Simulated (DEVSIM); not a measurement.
Structure: illuminated Si p-on-n cell, one wavelength, with a back-surface field, at 350 K.

```tsv
layer (left to right)	material	thickness (μm)	Nd (cm⁻³)	Na (cm⁻³)	τn (s)	τp (s)	absorption coefficient (cm⁻¹)
1	Si	0.0920	-	1.4e19	4.9e-5	1.8e-6	15000
2	Si	270	1.5e15	-	0.00013	0.00013	15000
3	Si	0.620	1.5e18	-	0.00013	0.00013	15000
```

Left contact: ohmic, minority electron recombination velocity 3e6 cm/s. Right contact: ohmic, minority hole recombination velocity 60 cm/s. Voltage is applied to the left contact. Recombination: SRH at mid-gap, radiative, Auger. Gap narrowing is on: ΔEg = 6.92 meV × (l + √(l² + 0.5)), l = ln(N/1.3e17 cm⁻³), shared equally by both band edges. Light enters at the left, 7.2e17 photons cm⁻² s⁻¹, one pass, no reflection. Mobility is μmin + (μ − μmin)/(1 + (N/Nref)^α).

This is a model device: material constants are rounded textbook-type values typed into the input, and sizes, dopings and lifetimes were drawn at random. Values at 300 K; Nc and Nv go as T^1.5, mobilities as T to minus their exponent, the gap by Varshni's rule with the affinity fixed.

```tsv
parameter	Si
gap (eV)	1.124
affinity (eV)	4.05
permittivity	11.7
Nc (cm⁻³)	2.86e19
Nv (cm⁻³)	3.1e19
μn (cm²/Vs)	1417
μp (cm²/Vs)	470
μn,min	52
μp,min	45
Nref,n	9.7e16
Nref,p	2.2e17
αn	0.68
αp	0.72
T exponent of μn	2.3
T exponent of μp	2.2
B (cm³/s)	4.7e-15
Cn (cm⁶/s)	2.8e-31
Cp (cm⁶/s)	9.9e-32
Varshni α (eV/K)	0.000473
Varshni β (K)	636
```

Simulated with DEVSIM: 1D drift-diffusion, Boltzmann statistics, complete ionisation; no tunnelling, impact ionisation, image-force lowering or self-heating.

The photon flux was swept, all else fixed.

```tsv
photon flux (cm^-2 s^-1)	largest power (mW/cm²)	fill factor	short-circuit current (mA/cm²)	open-circuit voltage (V)
2.2e16	0.977	0.74	3.31	0.398
7.2e16	3.56	0.75	10.8	0.435
2.2e17	11.8	0.76	33.1	0.471
7.2e17	41.8	0.75	108	0.511
2.2e18	133	0.73	331	0.547
7.2e18	421	0.66	1080	0.585
2.2e19	1090	0.53	3310	0.620
```

From the first row to the last the largest power goes from 0.977 to 1090. From the first row to the last the fill factor goes from 0.74 to 0.53.
